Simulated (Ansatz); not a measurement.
**CdTe under a change: Cd interstitial (started 2.65 Å from the nearest host atom), symmetric start**

The reference is a 24-atom supercell of CdTe in the zinc blende structure (space group F-43m, No. 216; a = 6.490 Å) at its relaxed geometry.

It is then changed as follows: one Cd atom is added in an open site, starting 2.65 Å from the nearest host atom, atoms relaxed at fixed cell.

Level of theory: Ansatz (a program for electronic structure) PBEsol, without spin-orbit coupling, earlier PAW set. Γ-centred 3×2×3 mesh, Fermi–Dirac width 0.01 eV.

| quantity | base | changed | shift |
|---|---|---|---|
| gap of the supercell | 0.65 eV | zero | – |
| total moment of the cell | – | 0.0 μB | – |
| largest displacement of a host atom from its site in the perfect cell | – | 0.45 Å | – |
| final site of the added atom | – | 4 Te at 3.02–3.06 Å and 3 Cd at 3.17 Å | – |

The magnetic state is the one reached from the starting moments; the real material's order can differ, and small cells can't hold many antiferromagnetic ones. The cell is small, so the values are those of an ordered compound at a high defect concentration; dilute-limit values will differ. The mesh was chosen for an insulator and is coarse for the gapless case. The defect started on the symmetric site and kept its symmetry, so it may sit on a saddle. With Te present, leaving out spin-orbit coupling can change the band edges. Starting moments died away, wholly or in part, for Cd interstitial (started 2.65 Å from the nearest host atom); another magnetic solution may exist. The defect cell is spin-polarised and ends with 0.0 μB.
